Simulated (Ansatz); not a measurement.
## PBE against r2SCAN: hypothetical fluorite TaGe2, 5 layers

Take TaGe₂ in the fluorite structure (space group Fm-3m, No. 225; a = 6.274 Å; a hypothetical phase, not in the database extracts checked) as the base. Axes: x, y, z lie along the cube axes.

(Cell as relaxed with PBE.)

Levels (all Ansatz, a first-principles code, PAW): PBE (420 eV, scalar-relativistic without spin-orbit coupling); r2SCAN (500 eV, no spin-orbit coupling).

Each level relaxes its own structure.

| base | PBE | r2SCAN |
|---|---|---|
| volume per atom | 20.58 Å³ | 20.15 Å³ |
| lattice parameter a | 6.274 Å | 6.230 Å |
| band gap | zero | zero |

One thing is altered: a free-standing slab of 5 layers (15 atoms, 3 a layer) is cut normal to [111], with 15 Å of vacuum and the in-plane cell held at bulk.

```json
[
 {"quantity": "shortest interatomic distance", "PBE": "2.585 Å", "r2SCAN": "2.566 Å"},
 {"quantity": "excess energy per area of both faces (slab less bulk energy over the cell's area: twice a surface energy) (uncertain by up to 0.1 J/m²)", "PBE": "0.6 J/m²", "r2SCAN": "0.6 J/m²"}
]
```

PBE's shortest interatomic distance lies 0.019 Å above r2SCAN's (0.7 %); the two agree on the excess energy per area of both faces. Neither level is exact; r2SCAN is the comparison here, not a measurement.

The excess energy carries the mismatch between the slab's and the bulk's meshes. Stability against distortions was not tested. All final runs are without spin polarisation. An odd electron count without spin: TaGe2. TaGe2 has a high density of states at the Fermi level and may be magnetic at this level.
